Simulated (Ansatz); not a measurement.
## Carrier properties of BAs under load (space group F-43m)

```yaml
crystal:
  lattice:
    - [0.00000, 2.36668, 2.36668]
    - [2.36668, 0.00000, 2.36668]
    - [2.36668, 2.36668, 0.00000]
  atoms:
    - { symbol: B, position: [0.00000, 0.00000, 0.00000] }
    - { symbol: As, position: [0.25000, 0.25000, 0.25000] }
```

The numbers are results of r2SCAN with spin-orbit coupling, rigid bands (plane waves, PAW; Ansatz, a quantum-chemistry and plane-wave program), not measurements. Condition of this run: hydrostatic pressure of 3.2 GPa (compression positive) (the target of the relaxation). Geometry: cell and atoms relaxed with PBEsol, then loaded as said.

The band gap is 1.28 eV. The electron conductivity mass (300 K, dilute) is 0.30 mₑ and the hole conductivity mass (300 K, dilute) is 0.32 mₑ. The effective density of states N_c (300 K) is 3.3e19 cm⁻³, the effective density of states N_v (300 K) is 1.0e19 cm⁻³ and the density-of-states mass, electrons is 1.21 mₑ. The density-of-states mass, holes comes out as 0.55 mₑ and the Seebeck coefficient, n-type 1e19 cm⁻³, 300 K comes out as -320 μV/K. The best n-type power factor at 300 K for τ = 10 fs (best axis; densities from 1e16 to 1e21 cm⁻³ tried, whether or not they can be reached) is 18.3 μW/(cm·K²) at 1e20 cm⁻³ and the Seebeck coefficient, p-type 1e19 cm⁻³, 300 K is 239 μV/K. The best p-type power factor at 300 K for τ = 10 fs (best axis; densities from 1e16 to 1e21 cm⁻³ tried, whether or not they can be reached) is 8.4 μW/(cm·K²) at 3e20 cm⁻³.

Rigid bands; masses and Seebeck coefficients take one relaxation time τ for all states and one kind of carrier; polarons and phonon drag are left out. Geometry: cell and atoms relaxed with PBEsol.
